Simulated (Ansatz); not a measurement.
Take WC (space group P-6m2, No. 187; a = 2.9122 Å, c = 2.8362 Å) as the base. Axes: x lies along a and z along c of the hexagonal cell.

Level of theory: DFT with r2SCAN, PAW potentials and a 500 eV plane-wave cutoff in Ansatz (a quantum-chemistry and plane-wave program), without spin-orbit coupling.

Strains are applied to the cell and any free atomic positions relax; under biaxial strain the out-of-plane vector relaxes too; under stress the whole cell relaxes.

One change was made to it. Results:

The shortest interatomic distance hardly moves (2.200 Å against 2.199 Å); the band gap stays zero.

Which change produced these results?
(A) biaxial strain +3.91 %, plane normal [001], relaxed out of plane
(B) biaxial strain −4.18 %, plane normal [001], relaxed out of plane
(C) uniaxial stress, 0.5 GPa compression along x
(D) biaxial strain −1.64 %, plane normal [001], relaxed out of plane

C, uniaxial stress, 0.5 GPa compression along x. For comparison, the shortest interatomic distance in the other runs: biaxial strain −1.64 %, plane normal [001], relaxed out of plane gives 2.184 Å; biaxial strain +3.91 %, plane normal [001], relaxed out of plane gives 2.239 Å; biaxial strain −4.18 %, plane normal [001], relaxed out of plane gives 2.161 Å.

Without a gap, meshes like the base's 18×18×16 leave anisotropic stresses uncertain by several tenths of a GPa, and small strain energies with them. Stability under load was not tested beyond the relaxation. All final runs are without spin polarisation.
